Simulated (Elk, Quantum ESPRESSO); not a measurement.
# Equation of state of In (space group 139): energy against volume (Elk, LDA)

```yaml
crystal:
  lattice:
    - [-1.56180, 1.56180, 2.37874]
    - [1.56180, -1.56180, 2.37874]
    - [1.56180, 1.56180, -2.37874]
  atoms:
    - { symbol: In, position: [0.00000, 0.00000, 0.00000] }
```

Method of the run: LDA (PW92), all-electron FP-LAPW, Elk's shipped species files, APW+lo basis with extra local orbitals run with Elk 10.2.4. Settings: xctype = 3; rgkmax = 8.55; stype = 3; swidth = 0.00183747 Ha; ngridk = 26 26 26; gmaxvr = 14 1/bohr; nxlo = 2; lorbcnd = true; lmaxi = 3; sphere radii = {In: 2.6} bohr. The cell above is the first row's. The rows scale it uniformly. In all rows the k mesh is held. E is the free energy at the stated smearing, counted from the lowest row.

| V (Å^3/atom) | E (meV/atom) |
|---|---|
| 23.209 | ? |
| 23.714 | 5.59 |
| 24.218 | 1.03 |
| 24.723 | 0.00 |
| 25.227 | 1.98 |
| 25.732 | 6.75 |
| 26.236 | 13.85 |
| 26.741 | 23.07 |
| 27.245 | 34.15 |

**Question.** Using the third-order Birch-Murnaghan form, a cubic in V^(-2/3), estimate the missing E at V = 23.209 from the other rows, showing the fit.

**Answer.** With u = V^(-2/3) - 0.116, the rows have u = 0.005152, 0.003465, 0.001833, 0.000258, -0.001268, -0.002742, -0.004173, -0.005556. Least squares gives E = 2.610 - 2515.8·u + 585200·u² + 2960251·u³. Residuals (row less fit): 0.004, -0.012, 0.017, -0.020, 0.015, 0.003, -0.014, 0.005; standard error 0.018 (degrees of freedom: 4). Its minimum lies at u = 0.002116, so V0 = (0.118116)^(-3/2) = 24.63. There d²E/du² = 1208000 and d³E/du³ = 1.776e7, so B0 = (4/9) × 24.63^(-7/3) × 1208000 × 0.160218 = 48.7 GPa (the last factor turns the table's units into GPa), and B0' = 4 + (2/3) × 0.118116 × (1.776e7)/1208000 = 5.2. At the withheld row, u = 0.006903, so E = 2.610 - 2515.8 × 0.006903 + 585200 × 0.006903² + 2960251 × 0.006903³ = 14.103 meV/atom. The calculation gives 14.07 meV/atom, 0.033 meV/atom below the prediction (0.1 % of the range of E in the table). The row lies outside the fitted rows, so this is an extrapolation. From the scatter of the fitted rows alone, a prediction at this place has a standard error of 0.053 meV/atom, so the miss is 0.6 times that.

Carrying the step between the two nearest rows on in a straight line would have given 10.16, off by 3.91; series whose last step already gives the withheld value aren't shown. The scan was laid around a cell of about the measured size, scaled by a guess for this functional; axis ratios and inner coordinates come from that cell. A plane-wave scan with the same functional (Quantum ESPRESSO, GBRV) gives V0 = 24.61 Å^3/atom and B0 = 49.5 GPa; a Birch-Murnaghan fit to all rows here lies 0.1 % from it in V0 and -2 % in B0; the two differ in basis, and may differ in potentials and mesh. Values depend on the basis (sphere radii, cutoffs, local orbitals), which need not be converged. The shape of the cell and the inner coordinates aren't relaxed, so V0 and B0 belong to this uniform scaling; a relaxed crystal lies no higher in energy and is usually softer. Sphere radii are the same in all rows. Cutoffs and mesh are single choices, not tested for convergence of this quantity. Series with a scatter that would blur these digits, or in which a gap closes, are not shown. Nor are scans whose minimum lies at an end fitted in this form.
